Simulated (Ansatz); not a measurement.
Seebeck coefficient (μV/K, mean over directions) of n-type ZnS (F-43m) against carrier density, r2SCAN with spin-orbit coupling, rigid bands in Ansatz (a quantum-chemistry and plane-wave program). Computed gap 2.69 eV; densities at which minority carriers matter at this gap, or further valleys turn the trend, are left out. Conductivity mass 0.20 mₑ (harmonic mean over directions), N_c = 2.3e18 cm⁻³ at 300 K.

```tsv
electron density	300 K	500 K
1e16 cm⁻³	-680	-748
1e17 cm⁻³	-482	-550
1e18 cm⁻³	…	-353
3e18 cm⁻³	-199	…
1e19 cm⁻³	-116	-169
3e19 cm⁻³	-63	-100
1e20 cm⁻³	-31	-51
3e20 cm⁻³	-16	-28
```

**Question.** Some entries are withheld; supply them.

**Answer.** 
- 1e18 cm⁻³, 300 K: -287
- 3e18 cm⁻³, 500 K: -262

Rigid bands with a gap fixed in temperature, one relaxation time for all states, no polarons or phonon drag, and whether or not such doping can be reached.
